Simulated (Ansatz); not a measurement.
Ta2O5 (C2/m, No. 12, 7 atoms in the cell; start mp-1218141) was calculated with HSE06+SOC (plane waves, PAW; Ansatz, an electronic-structure program).

Numerical settings: plane-wave cutoff 460 eV, 6×6×6 k mesh, Fermi–Dirac smearing 0.01 eV, PAW data made under PBE.

Cell (relaxed with PBE-D3(BJ)):

```yaml
crystal:
  lattice:
    - [3.84013, 0.00489, -0.27525]
    - [-0.00355, 3.89232, 0.01948]
    - [-1.45264, -0.07028, 6.65411]
  atoms:
    - { symbol: Ta, position: [0.85148, 0.02675, 0.05293] }
    - { symbol: Ta, position: [0.55995, 0.97325, 0.46993] }
    - { symbol: O, position: [0.85425, 0.50747, 0.05845] }
    - { symbol: O, position: [0.55717, 0.49253, 0.46441] }
    - { symbol: O, position: [0.39072, 0.00137, 0.13143] }
    - { symbol: O, position: [0.02070, 0.99863, 0.39143] }
    - { symbol: O, position: [0.70573, 0.00000, 0.76143] }
```

**Question.** What does this level give for the band gap, smallest direct gap on the k points sampled and direct gap at Γ?

**Answer.** 
- band gap: 3.74 eV (on the SCF k mesh) (indirect)
- smallest direct gap on the k points sampled: 4.50 eV
- direct gap at Γ: 4.52 eV

Note: cell and atoms aren't relaxed at this level (largest force component 0.25 eV/Å, pressure -4.3 GPa).

The computed numbers hold no vibrational or temperature effects.

A start named mp-… is a Materials Project structure, which need not be a measured phase.
